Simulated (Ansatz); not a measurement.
The starting structures come from a database of crystals and need not be the phases stable at ambient conditions.

 Where the default PAW files enter, the runs use the earlier of Ansatz's two default sets.

## Evanescent states of CsPbF3 (R3c, not sure to be the ambient phase, 10 atoms a cell, 22.0 Å³ an atom) along the normal of (101)

All values below come from PBEsol (plane waves, PAW; Ansatz, an electronic-structure program).

The gap is the functional's own. No spin-orbit coupling. Mid-gap values are interpolated on the energy grid.

Energies count from the valence-band top; κ is the least over a 6×6 mesh across the current.

```csv
E (eV),κ (1/Å),where
0.09,0.118,Γ
0.26,0.201,Γ
0.42,0.257,Γ
0.59,0.303,Γ
0.77,0.347,Γ
0.94,0.394,Γ
1.10,0.397,Γ
1.27,0.398,Γ
1.45,0.396,Γ
1.61,0.391,Γ
1.78,0.384,Γ
1.96,0.374,Γ
2.12,0.361,Γ
2.29,0.345,Γ
2.46,0.326,Γ
2.63,0.304,Γ
2.81,0.276,Γ
2.98,0.242,Γ
3.15,0.199,Γ
3.31,0.138,Γ
```

**Question.** How thick must the barrier be to attenuate the transmission by 10^6 when the electrodes' Fermi level lies at 1.10 eV, and what attenuation does that film give at 2.29 eV?

**Answer.** d = 6 ln 10 / (2 × 0.397) = 17.4 Å. At 2.29 eV it gives 6 × 0.345/0.397 = 5.2 decades.
